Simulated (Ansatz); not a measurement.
# Amorphous Ti₁₀Al₁₂O₃₈

A CHGNet melt-quench gave the starting glass, which DFT then relaxed. O atoms were pushed apart under 1.9 Å during the dynamics, to hinder bonds among them. It is the lowest in DFT energy of 2 quenches. It is a model cell: composition and starting density were chosen by hand, and all elements were melted together. No dispersion term was used.

Methods: PBE, scalar-relativistic without spin-orbit coupling (Ansatz, an electronic-structure program); HSE06, scalar-relativistic without spin-orbit coupling (Ansatz). Geometry, pressure, stress and energy are those of the PBE run. Its sampling: a 2×2×2 Γ-centred mesh; Fermi-Dirac width 0.02 eV; no spin polarisation. Other functionals are single points at the zone centre (r2SCAN at 500 eV; exact exchange cut at the cell's faces), free to take moments where seeds were set. At PBE the levels at the filled edge of the gap are localised (band-tail or defect states), and the nearest spread-out levels lie 3.0 eV apart at the zone centre.

The number of atoms in the cell is 60 and the density (volume relaxed, without dispersion) is 3.18 g/cm^3. The volume per atom is 12.26 Å³ and the pressure on a 2×2×2 Γ-centred mesh is -0.05 GPa. The largest force and stress component on that mesh (the relaxation ran on the zone centre alone) is 0.07 eV/Å and 1.8 GPa and the energy relative to anatase TiO2 + corundum (lowest mix at this level among the phases computed, not always the ambient ones) is 0.136 eV/atom. The level gap on a 2×2×2 Γ-centred mesh (PBE) is 2.49 eV and the level gap at the zone centre (PBE) is 2.54 eV. The level gap at the zone centre (HSE06) comes out as 4.17 eV.

Cut-offs for bonds: Ti-Ti 3.12 Å, Ti-Al 2.89 Å, Ti-O 2.50 Å, Al-Al 2.66 Å, Al-O 2.20 Å, O-O 1.58 Å. Two cations that share two anions don't count as bonded, nor two that share one unless they lie closer than Ti-Ti 3.04 Å, Ti-Al 2.81 Å, Al-Al 2.59 Å.

```yaml
Mean coordination of Ti by anions: 5.20 (8 with 5, 2 with 6); 2 close contacts or bonds to cations besides
Mean coordination of Al by anions: 4.42 (7 with 4, 5 with 5)
Mean coordination of O: 2.76 (10 with 2, 27 with 3, 1 with 4)
Mean Al-O bond: 1.838 Å (spread 0.074 Å, 53 counted)
Mean Ti-O bond: 1.953 Å (spread 0.143 Å, 52 counted)
```

Its density started from a set value of 3.15 g/cm³. The simulated quench (nominally 140 K/ps over its main leg) is rapid and tends to freeze in more defects than a deposited or slowly cooled glass has. One small periodic cell is one sample of the glass; other quenches scatter about these values. The volume was free in the relaxation, at fixed shape. Stress components on the final sampling reach 1.8 GPa.
